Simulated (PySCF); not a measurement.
PySCF 2.14.0, unrestricted TPSSH/def2-svpd, df: [CH2]C(C)O, charge 0, multiplicity 2, 11 atoms. The geometry is a generated start, not checked to be a minimum at this level.

- task = energy
- method = tpssh
- basis = def2-svpd
- two-electron scheme = density fitting
- mol.max_memory = 3000 MB
- mf.max_cycle = 100
- mf.conv_tol = 1e-09 (default)
- mf.grids.level = 3 (default)
- basis functions = 139
- grid points = 125096

```xyz
11

C      1.3465    -0.4078     0.0223
C      0.1476     0.3440    -0.3890
C     -1.1411    -0.4308    -0.0071
O      0.1078     1.6545     0.1280
H      1.9278    -0.0929     0.8681
H      1.6091    -1.3153    -0.4820
H      0.1359     0.4738    -1.4815
H     -2.0113     0.1393    -0.3227
H     -1.1819    -0.5733     1.0712
H     -1.1509    -1.4016    -0.4924
H      0.2104     1.6101     1.0852
```

Charge 0 and multiplicity 2 are set for this test and not shown to be the ground state.

With the defaults (mf.DIIS = CDIIS, mf.diis = true, newton = off, mf.level_shift = 0, mf.init_guess = minao, mf.diis_space = 8, mf.damp = 0, mf.diis_start_cycle = 1) it converges in 13 Fock builds. One run each on 2 threads, 1 BLAS thread, with these changes:
- mf.level_shift = 0.3 Hartree
- mf.init_guess = atom
- mf.damp = 0.7, mf.diis_start_cycle = 8
- mf.DIIS = EDIIS
- mf.diis_space = 12
- newton = Hessian by the SCF's own integrals
- mf.diis = false
- mf.damp = 0.3, mf.diis_start_cycle = 4
- mf.level_shift = 1 Hartree

Name the settings that don't reach the solution of the defaults.

No convergence: mf.DIIS = EDIIS; mf.diis = false (the run ends without SCF convergence in 100 cycles). The rest reach the solution of the defaults.

```json
[
 {"setting": "the defaults", "Fock builds": "13", "end": "same solution"},
 {"setting": "mf.diis_space = 12", "Fock builds": "13", "end": "same solution"},
 {"setting": "mf.init_guess = atom", "Fock builds": "14", "end": "same solution"},
 {"setting": "mf.damp = 0.3, mf.diis_start_cycle = 4", "Fock builds": "15", "end": "same solution"},
 {"setting": "mf.damp = 0.7, mf.diis_start_cycle = 8", "Fock builds": "17", "end": "same solution"},
 {"setting": "mf.level_shift = 0.3 Hartree", "Fock builds": "18", "end": "same solution"},
 {"setting": "newton = Hessian by the SCF's own integrals", "Fock builds": "39", "end": "same solution"},
 {"setting": "mf.level_shift = 1 Hartree", "Fock builds": "40", "end": "same solution"},
 {"setting": "mf.DIIS = EDIIS", "Fock builds": "101", "end": "no convergence"},
 {"setting": "mf.diis = false", "Fock builds": "101", "end": "no convergence"}
]
```

Under newton the count holds the products with the orbital Hessian.
